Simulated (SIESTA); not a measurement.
**Short convergence ladders for TaN (P31m, 6 atoms in the cell)**

```yaml
crystal:
  lattice:
    - [5.23454, 0.00000, 0.00000]
    - [-2.61727, 4.53325, 0.00000]
    - [0.00000, 0.00000, 2.92932]
  atoms:
    - { symbol: Ta, position: [0.00000, 0.00000, 0.01707] }
    - { symbol: Ta, position: [0.33333, 0.66667, 0.50000] }
    - { symbol: Ta, position: [0.66667, 0.33333, 0.50000] }
    - { symbol: N, position: [0.39239, 0.00000, 0.00000] }
    - { symbol: N, position: [0.60761, 0.60761, 0.00000] }
    - { symbol: N, position: [0.00000, 0.39239, 0.00000] }
```

Base method: SIESTA with GGA PBEsol, numerical atomic orbitals DZP, PseudoDojo PBEsol standard norm-conserving potentials (rewritten from UPF to PSML).

Base settings: XC.functional = GGA; XC.authors = PBEsol; potentials = PseudoDojo PBEsol standard; PAO.BasisSize = DZP; PAO.EnergyShift = 0.005 Ry; MeshCutoff = 300 Ry; kgrid.MonkhorstPack = 4 4 5; OccupationFunction = FD; ElectronicTemperature = 1160.45 K; MaxSCFIterations = 150.

Core times come from one kind of shared machine, to one figure; runs under 30 s give none.

**The k-point mesh**

The second cell is the first with its lattice scaled by 0.98.

Only quantities that move along the ladder and can be compared are tabulated.

| kgrid.MonkhorstPack | free energy less the last step's (meV/atom) | energy of the compressed cell less the first (meV/atom) | pressure (GPa) | largest difference of a force vector from the last step's (eV/Å) | core time / last (rough) |
|---|---|---|---|---|---|
| 1 1 2 | 311.29 | 45.87 | 0.19 | 0.927 | 0.3 |
| 2 2 3 | 58.28 | 18.46 | -5.69 | 0.305 | 0.3 |
| 3 3 5 | 3.94 | 14.96 | -6.46 | 0.045 | 0.3 |
| 4 4 5 | -0.95 | 14.91 | -6.48 | 0.038 | 0.2 |
| 4 4 7 | 2.60 | 14.64 | -6.52 | 0.013 | 0.3 |
| 8 8 12 | 0.00 | 14.13 | -6.63 | 0.000 | 1 |

Coarsest kgrid.MonkhorstPack that holds the forces within 0.02 eV/Å: not settled: the last two steps still differ by 0.013 eV/Å, over half the tolerance, so the ladder does not show it.

Coarsest kgrid.MonkhorstPack that holds the pressure within 0.5 GPa of the last step, with all finer ones: 3 3 5, at about 0.3 of the last step's time; the step before is off by 0.94 GPa.

Coarsest kgrid.MonkhorstPack that holds the energy of the compressed cell less the first within 2 meV/atom of the last step, with all finer ones: 3 3 5, at about 0.3 of the last step's time; the step before is off by 4.3 meV/atom.

**The k-point mesh at a smearing width of 0.02 eV**

In this ladder: ElectronicTemperature = 232.09 K.

Only quantities that move along the ladder and can be compared are tabulated.

| kgrid.MonkhorstPack | free energy less the last step's (meV/atom) | pressure (GPa) | largest difference of a force vector from the last step's (eV/Å) | core time / last (rough) |
|---|---|---|---|---|
| 3 3 4 | 18.68 | -6.26 | 0.054 | 0.2 |
| 4 4 6 | 5.82 | -6.54 | 0.018 | 0.3 |
| 6 6 8 | -0.67 | -6.71 | 0.013 | 0.4 |
| 10 10 15 | 0.00 | -6.69 | 0.000 | 1 |

Coarsest kgrid.MonkhorstPack that holds the pressure within 0.1 GPa of the last step, with all finer ones: 6 6 8, at about 0.4 of the last step's time; the step before is off by 0.15 GPa.

Coarsest kgrid.MonkhorstPack that holds the free energy within 5 meV/atom of the last step, with all finer ones: 6 6 8, at about 0.4 of the last step's time; the step before is off by 5.8 meV/atom.

Coarsest kgrid.MonkhorstPack that holds the forces within 0.02 eV/Å: not settled: the last two steps still differ by 0.013 eV/Å, over half the tolerance, so the ladder does not show it.

**The k-point mesh at a smearing width of 0.3 eV**

In this ladder: ElectronicTemperature = 3481.36 K.

Only quantities that move along the ladder and can be compared are tabulated.

```tsv
kgrid.MonkhorstPack	free energy less the last step's (meV/atom)	pressure (GPa)	largest difference of a force vector from the last step's (eV/Å)	core time / last (rough)
3 3 4	17.97	-5.54	0.022	0.3
4 4 6	0.75	-6.04	0.006	0.2
6 6 8	-0.16	-6.11	0.003	0.4
10 10 15	0.00	-6.11	0.000	1
```

Coarsest kgrid.MonkhorstPack that holds the pressure within 0.5 GPa of the last step, with all finer ones: 4 4 6, at about 0.2 of the last step's time; the step before is off by 0.57 GPa.

Coarsest kgrid.MonkhorstPack that holds the forces within 0.02 eV/Å of the last step, with all finer ones: 4 4 6, at about 0.2 of the last step's time; the step before is off by 0.022 eV/Å.

Coarsest kgrid.MonkhorstPack that holds the free energy within 5 meV/atom of the last step, with all finer ones: 4 4 6, at about 0.2 of the last step's time; the step before is off by 18 meV/atom.

On the base run: the starting cell comes from a database of computed structures (which also holds hypothetical and non-ambient phases and stackings), without a prior relaxation at this level. Its lattice was rescaled by up to half a per cent. One atom was moved a little off its site on purpose. Spin polarisation is off. Values carry the incompleteness of an atom-centred basis. In the base run, with a pressure of about -6 GPa the cell is away from its equilibrium volume at this level. Without a gap this mesh is coarse (it stands for a supercell whose shortest vector is 15 Å).
